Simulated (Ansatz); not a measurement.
Start from SrCl2 in the fluorite structure (space group Fm-3m, No. 225; a = 7.041 Å).

The values are results of PBE (Ansatz, a program for electronic structure; PAW; 420 eV plane waves; no spin-orbit coupling), not measurements.

Strains are applied to the cell and any free atomic positions relax.

One change was made to it. Results:

```csv
quantity,base,after
pressure,0.0 kbar,-9.4 kbar
electron mass,0.38 mₑ (at Γ),0.39 mₑ (at Γ)
band gap,5.24 eV,5.12 eV
```

Question: Name the change that was made.
A. isotropic strain +1.50 %
B. isotropic strain +1.00 %
C. isotropic strain −2.50 %
D. isotropic strain −3.00 %
E. isotropic strain +0.50 %

Answer: B, isotropic strain +1.00 %. For comparison, the band gap in the other runs: isotropic strain +1.50 % gives 5.07 eV; isotropic strain +0.50 % gives 5.18 eV; isotropic strain −2.50 % gives 5.48 eV; isotropic strain −3.00 % gives 5.47 eV.

Masses are band curvatures over ±0.01 Å⁻¹ around the edge. Stability against distortions was not tested.
